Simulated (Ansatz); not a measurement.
## How a calculation on TlAsPd5 (P4/mmm, 7 atoms in the cell) responds to its settings

```
CELL_PARAMETERS angstrom
      3.97251     0.00000     0.00000
      0.00000     3.97251     0.00000
      0.00000     0.00000     6.98755
ATOMIC_POSITIONS crystal
  Tl 0.50000 0.50000 0.00000
  As 0.00000 0.00000 0.50000
  Pd 0.00000 0.00000 0.00000
  Pd 0.00000 0.50000 0.29276
  Pd 0.00000 0.50000 0.70724
  Pd 0.50000 0.00000 0.29276
  Pd 0.50000 0.00000 0.70724
```

Base run A: PBEsol, default PAW files made with PBE in Ansatz (a program for electronic structure), self-consistent single point.

Its settings: kpoints.mp_grid.grid = 6 6 3; hamiltonian.xc = pbesol; hamiltonian.pseudopotentials = {kind: paw} (the program's default PAW files); scf.occupations.method = fermi_dirac; scf.occupations.width = 0.0037 Ry.

The starting cell comes from a database of computed structures (which also holds hypothetical and non-ambient phases and stackings), without a prior relaxation at this level. Its lattice was rescaled by a random factor within 2.5 % of one. Spin polarisation is off. In the base run, with a pressure of about 4 GPa the cell is away from its equilibrium volume at this level. Ansatz's pressure includes its estimate of the finite-basis (Pulay) stress.

A dash stands where there is no value to compare (another energy zero or no entropy term, no result, no spin, no clean gap, or a mesh too coarse for one). 

Run A gave: pressure (GPa) 4.02; largest force (eV/Å) 0.028.

Runs:
- B: hamiltonian.dispersion: default → d3bj [PBEsol-D3BJ]
- C: hamiltonian.dispersion: default → d3bjatm [PBEsol-D3BJ-ATM]
- D: hamiltonian.dispersion: default → d4 [PBEsol-D4]

Task: What does run B change against A?

Result: The pressure goes from 4.02 to -2.06 GPa and the largest force moves little (0.028 to 0.027 eV/Å).

Task: What does run D change against A?

Result: The pressure goes from 4.02 to 1.27 GPa and the largest force hardly changes (0.028 to 0.026 eV/Å).

| run | pressure (GPa) | largest force (eV/Å) | dispersion energy (eV/atom) |
|---|---|---|---|
| A | 4.02 | 0.028 | – |
| B | -2.06 | 0.027 | -0.589 |
| C | -0.66 | 0.027 | -0.520 |
| D | 1.27 | 0.026 | -0.294 |

Keys are those of Ansatz 0.2.
